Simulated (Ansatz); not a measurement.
The parent structure is IrO2 in the rutile structure (space group P4_2/mnm, No. 136; a = 4.529 Å, c = 3.180 Å). Axes: x, y, z lie along a, b, c of the conventional cell.

Level of theory: PBE (Ansatz, a program for electronic structure, PAW, no spin-orbit coupling).

For the base:

| Item | Value |
|---|---|
| Band gap | zero |
| Volume per atom | 10.87 Å³ |

Now apply this change: tensile biaxial strain of 1.57 % in the plane normal to [001], as in epitaxy on a mismatched substrate; the out-of-plane cell vector and the atoms relax.

Task: Estimate the effect on the band gap and volume per atom.

Result: The band gap is still zero; the volume per atom rises by 0.233 Å³ to 11.11 Å³.

Without a gap, meshes like the base's 10×10×15 leave anisotropic stresses uncertain by several tenths of a GPa, and small strain energies with them. Whether these cells are dynamically stable was not tested. No Hubbard U is applied, and correlation can decide whether such a compound is a metal. All final runs are without spin polarisation.
